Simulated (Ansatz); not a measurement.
Take ZnCu$_{2}$SnSe$_{4}$ (space group I-42m, No. 121; a = 5.690 Å, c = 11.416 Å) as the base.

The values are results of Ansatz (a first-principles code) r2SCAN, no SOC, earlier PAW set, not measurements.

One change was made to it. Results:

```
quantity                base    after
-------------------  -------  -------
lattice parameter a  5.690 Å  4.693 Å
c/a ratio              2.006    2.321
```

### Question
Which of these changes matches the shifts?
A) pressure 75 GPa
B) pressure 30 GPa
C) pressure 7 GPa
D) pressure 3 GPa

### Answer
A, pressure 75 GPa. For comparison, the lattice parameter a in the other runs: pressure 7 GPa gives 5.523 Å; pressure 30 GPa gives 5.221 Å; pressure 3 GPa gives 5.609 Å.

Load acts through the strain it causes; cell and atoms are relaxed under it. Whether these cells are dynamically stable was not tested. Competing high-pressure phases were not computed. The final runs are not spin-polarised.
